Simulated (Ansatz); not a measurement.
Terminations of the (111)A surface of zinc-blende ZnSe (Zn plane on top), measured from the surface '2x2 with 2 H on 4 top atoms'. Atoms come from or go to: Al: fcc Al, Cl: ½ Cl2(g), H: ½ H2(g), In: tetragonal indium, Mg: hcp Mg, Se: trigonal Se, Si: silicon, Zn: hcp Zn. ΔE is the energy of forming the row's surface from that one (negative: more stable at these reservoirs); the vacuum level's shift is aligned on the shared bottom. No zero-point or thermal terms. These are constructed structures in small cells; real faces may alloy, dewet or reconstruct in larger ones, and not all known structures of the face are among them. Slabs of about 14 Å with all that they carry, Fermi-Dirac smearing of 0.025 eV. Bottom of the slabs: H caps. Relaxed from the named starts with such symmetry as they have, on meshes of like density; energies extrapolated to zero smearing; no spin-orbit coupling, no U. Spin-polarised runs, if any, are marked in brackets, and their order is one that fits the cell; the others ran without spin. A dash marks a value that is undefined for that row (no clear gap, or no work function of a gapped slab) or was not read reliably on its mesh.

Computed with PBE (plane waves to 420 eV, PAW; Ansatz, a quantum-chemistry and plane-wave program).

```csv
surface,atoms added per 1x1,ΔE per 1x1 (eV),slab gap (eV),shift of the vacuum level (eV),work function (eV)
H on every top atom,+0.5 H,0.85,–,1.01,7.04
"2x2 Al adatom at H3 [spin, 1.0 μB a cell]","+0.25 Al, -0.5 H",…,0.23,-1.22,–
"2x2 with 1 H on 4 top atoms [spin start, no net moment]",-0.25 H,…,–,-0.65,3.91
2x2 Se adatom at H3,"-0.5 H, +0.25 Se",-0.22,1.22,-0.52,–
"2x2 In adatom at T4 (1 In–Se, 1 In–Zn bonds broke) [spin, 0.8 μB a cell]","-0.5 H, +0.25 In",0.35,–,-1.24,–
relaxed from the ideal Zn-terminated 1x1 (like top atoms buckled by 1.0 Å),-0.5 H,0.42,–,-1.09,3.64
"2x2 In adatom at H3 [spin, 0.9 μB a cell]","-0.5 H, +0.25 In",…,–,-1.41,3.70
2x2 with 2 Cl on 4 top atoms,"+0.5 Cl, -0.5 H",-0.96,1.25,1.49,–
2x2 Zn vacancy,"-0.5 H, -0.25 Zn",-0.16,1.57,-1.22,–
2x2 Si adatom at T4,"-0.5 H, +0.25 Si",0.41,0.54,-0.73,–
"Se trimer, 2x2 (1 Se–Se bonds broke)","-0.5 H, +0.75 Se",-0.47,1.15,-0.10,–
2x2 Mg adatom at H3 (3 Se–Zn bonds broke),"-0.5 H, +0.25 Mg",0.38,0.67,-1.17,–
```

### Question
Fill in the missing entries.

### Answer

- 2x2 Al adatom at H3 [spin, 1.0 μB a cell], ΔE per 1x1 (eV): 0.52
- 2x2 with 1 H on 4 top atoms [spin start, no net moment], ΔE per 1x1 (eV): 0.21
- 2x2 In adatom at H3 [spin, 0.9 μB a cell], ΔE per 1x1 (eV): 0.37
